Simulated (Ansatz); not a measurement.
# Cs2AgBiF6: response to strain

The reference is Cs₂AgBiF₆ (space group Fm-3m, No. 225; a = 9.541 Å; a cell from a computed database, its experimental status unchecked). Axes: x, y, z lie along the cube axes.

Strains are applied to the cell and any free atomic positions relax; under biaxial strain the out-of-plane vector relaxes too.

Levels (all Ansatz, an electronic-structure program, PAW): PBE (420 eV, no SOC); r2SCAN (500 eV, no spin-orbit coupling).

The base cell above is that of PBE; each level relaxes its own structures.

```tsv
case	shift of the gap caused by the change, PBE	shift of the gap caused by the change, r2SCAN
biaxial strain −1.58 %, plane normal [001], relaxed out of plane	-0.10 eV	-0.11 eV
biaxial strain −0.43 %, plane normal [001], relaxed out of plane	-0.02 eV	-0.03 eV
biaxial strain +3.26 %, plane normal [001], relaxed out of plane	-0.17 eV	-0.16 eV
biaxial strain −4.07 %, plane normal [111], relaxed out of plane	-0.03 eV	-0.02 eV
biaxial strain −1.14 %, plane normal [111], relaxed out of plane	-0.01 eV	-0.01 eV
uniaxial strain ε_zz = −1.82 %	-0.09 eV	-0.11 eV
uniaxial strain ε_zz = +2.37 %	-0.03 eV	-0.03 eV
tensor shear ε_xz = −1.69 %	0.00 eV	0.00 eV
```

The two levels differ by at most about 0.02 eV. Near ties aside, they put the cases in the same order.

With Bi present, leaving out spin-orbit coupling can change the band edges. Stability against distortions was not tested.
